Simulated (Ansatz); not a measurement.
The reference is TiOs in the CsCl type structure (space group Pm-3m, No. 221; a = 3.0614 Å). Axes: x, y, z lie along the cube axes.

All numbers come from PBEsol (Ansatz, a quantum-chemistry and plane-wave program), spin-orbit coupling left out.

For the base:

The shortest interatomic distance comes out as 2.651 Å and the band gap is zero.

Perturbation: a free-standing slab of 3 layers (6 atoms, 2 a layer) is cut normal to [110], with 15 Å of vacuum and the in-plane cell held at bulk.

Task: What happens to the excess energy per area of both faces?

Result: The excess energy per area of both faces (slab less bulk energy over the cell's area: twice a surface energy) is 6.5 J/m² (uncertain by up to 0.07 J/m²).

Task: What happens to the change of the spacing d12 from its bulk value of 2.165 Å?

Result: The change of the spacing d12 from its bulk value of 2.165 Å is -2.3 %.

Task: What happens to the shortest interatomic distance?

Result: The shortest interatomic distance shrinks by 0.089 Å to 2.562 Å.

Task: Predict the new band gap.

Result: The band gap is still zero.

The excess energy carries the mismatch between the slab's and the bulk's meshes. No phonon test of stability was made. All final runs are without spin polarisation.
